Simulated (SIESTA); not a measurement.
Band structure of In₂Sb (P6_3/mmc, 6 atoms in the cell).

```
CELL_PARAMETERS angstrom
      5.37990     0.00000     0.00000
     -2.68995     4.65913     0.00000
      0.00000     0.00000     6.72255
ATOMIC_POSITIONS crystal
  In 0.66667 0.33333 0.25000
  In 0.33333 0.66667 0.75000
  In 0.00000 0.00000 0.50000
  In 0.00000 0.00000 0.00000
  Sb 0.66667 0.33333 0.75000
  Sb 0.33333 0.66667 0.25000
```

Method: LDA PW92, numerical atomic orbitals DZP, PseudoDojo LDA standard norm-conserving potentials (rewritten from UPF to PSML) run with SIESTA.

Settings: XC.functional = LDA; XC.authors = PW92; potentials = PseudoDojo LDA standard; PAO.BasisSize = DZP; PAO.EnergyShift = 0.01 Ry; MeshCutoff = 300 Ry; kgrid.MonkhorstPack = 5 5 4; OccupationFunction = FD; ElectronicTemperature = 136 meV; MaxSCFIterations = 150; SCF.Mixer.Method = Broyden; SCF.Mixer.Weight = 0.25; SCF.Mixer.History = 6; SCF.DM.Tolerance = 1.0E-05.

The starting cell comes from a database of computed structures (which also holds hypothetical and non-ambient phases and stackings), without a prior relaxation at this level. Spin-orbit coupling is off. Values carry the incompleteness of an atom-centred basis. The run gives no clean gap (levels at the Fermi energy touch, overlap or are partly filled at this smearing), which alone does not show that the compound is a metal.

Levels in eV from the Fermi level, bands 38 to 43:
```json
[
 {"point": "Γ", "38": "-1.80", "39": "-1.80", "40": "-1.71", "41": "-0.51", "42": "-0.31", "43": "-0.31"},
 {"point": "M", "38": "-3.56", "39": "-1.69", "40": "-1.68", "41": "-1.19", "42": "1.39", "43": "1.54"},
 {"point": "K", "38": "-2.96", "39": "-2.96", "40": "-0.61", "41": "-0.02", "42": "-0.02", "43": "1.84"},
 {"point": "A", "38": "-1.90", "39": "-1.90", "40": "-1.90", "41": "-1.05", "42": "-1.05", "43": "-0.21"},
 {"point": "L", "38": "-3.13", "39": "-0.67", "40": "-0.67", "41": "0.49", "42": "0.49", "43": "2.35"},
 {"point": "H", "38": "-0.62", "39": "-0.45", "40": "-0.45", "41": "0.12", "42": "0.12", "43": "0.77"}
]
```

Bands cross the Fermi level along this path, so the cell is metallic at this level.

Higher empty bands are left out: an atom-centred basis made for the valence describes them poorly.
